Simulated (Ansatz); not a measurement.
The parent structure is BP in the zinc blende structure (space group F-43m, No. 216; a = 4.537 Å).

Level of theory: Ansatz (a quantum-chemistry and plane-wave program), r2SCAN, PAW, cutoff 500 eV, no SOC.

For the base:

```
Item                             Value
-----------------------------  -------
Width of the top valence band  5.74 eV
```

One thing is altered: an isotropic linear strain of +3.00 %, atoms relaxed at fixed cell.

Problem. What happens to the mean gap deformation potential ΔEg/Δln V and width of the top valence band?

Solution. The mean gap deformation potential ΔEg/Δln V amounts to +1.4 eV; the width of the top valence band decreases by 0.51 eV (5.74 eV → 5.23 eV).

Whether these cells are dynamically stable was not tested.
